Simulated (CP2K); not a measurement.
# Convergence series on Rb8SbO3 (Pm-3m, 12 atoms in the cell)

```xyz
12
Lattice="7.4475 0.0000 0.0000 0.0000 7.4475 0.0000 0.0000 0.0000 7.4475" Properties=species:S:1:pos:R:3 pbc="T T T"
Rb     2.0009     2.0009     2.0009
Rb     5.4467     5.4467     5.4467
Rb     5.4467     2.0009     2.0009
Rb     2.0009     5.4467     5.4467
Rb     5.4467     5.4467     2.0009
Rb     2.0009     2.0009     5.4467
Rb     2.0009     5.4467     2.0009
Rb     5.4467     2.0009     5.4467
Sb     0.0000     0.0000     0.0000
O      0.0000     3.7238     3.7238
O      3.7238     0.0000     3.7238
O      3.7238     3.7238     0.0000
```

Method of the run: PBEsol, GPW, DZVP-MOLOPT-SR-GTH basis, GTH-PBE potentials (GTH_POTENTIALS) run with CP2K.

The starting cell comes from a database of computed structures (which also holds hypothetical and non-ambient phases and stackings), without a prior relaxation at this level. Values carry the incompleteness of an atom-centred basis. The potentials were made for another functional than the one used.

Held fixed: REL_CUTOFF = 50 Ry; SMEAR/METHOD = MARZARI_VANDERBILT; SIGMA = 0.1 eV; KPOINTS/SCHEME = MONKHORST-PACK 3 3 3; XC_FUNCTIONAL = PBE:PBESOL; Rb/BASIS_SET = DZVP-MOLOPT-SR-GTH-q9; Rb/POTENTIAL = GTH-PBE-q9; Sb/BASIS_SET = DZVP-MOLOPT-SR-GTH-q5; Sb/POTENTIAL = GTH-PBE-q5; O/BASIS_SET = DZVP-MOLOPT-SR-GTH-q6; O/POTENTIAL = GTH-PBE-q6; METHOD = GPW; EPS_DEFAULT = 1e-10; NGRIDS = 5; SCF_GUESS = ATOMIC; EPS_SCF = 1e-07; MAX_SCF = 100; ADDED_MOS = 16; MIXING/METHOD = BROYDEN_MIXING.

ΔF is the free energy per atom less that of the last row (1000 Ry).

The series runs over CUTOFF = 200 Ry; 250 Ry; 300 Ry; 350 Ry; 400 Ry; 450 Ry; 500 Ry; 580 Ry; 650 Ry; 750 Ry; 880 Ry; 1000 Ry.

**Question.** From which setting on does the pressure stay within 0.05 GPa of the last one?

**Answer.** From CUTOFF = 250 Ry on; the one before it is off by 0.069 GPa. The value it settles on is -1.00 GPa at this level of theory and with the other settings as held.

**Question.** From which setting on does the energy stay within 1 meV/atom of the last one?

**Answer.** From CUTOFF = 450 Ry on; the one before it is off by 1.2 meV/atom.

```csv
CUTOFF,ΔF (meV/atom),pressure (GPa),largest force (eV/Å)
200 Ry,-3.8,-1.07,0.019
250 Ry,-4.0,-0.97,0.020
300 Ry,-2.1,-0.98,0.014
350 Ry,-1.21,-0.99,0.020
400 Ry,-1.21,-0.99,0.020
450 Ry,-0.85,-1.00,0.009
500 Ry,-0.47,-1.00,0.013
580 Ry,-0.47,-1.00,0.013
650 Ry,-0.26,-1.00,0.012
750 Ry,0.16,-1.00,0.013
880 Ry,0.12,-1.00,0.013
1000 Ry,0.00,-1.00,0.012
```
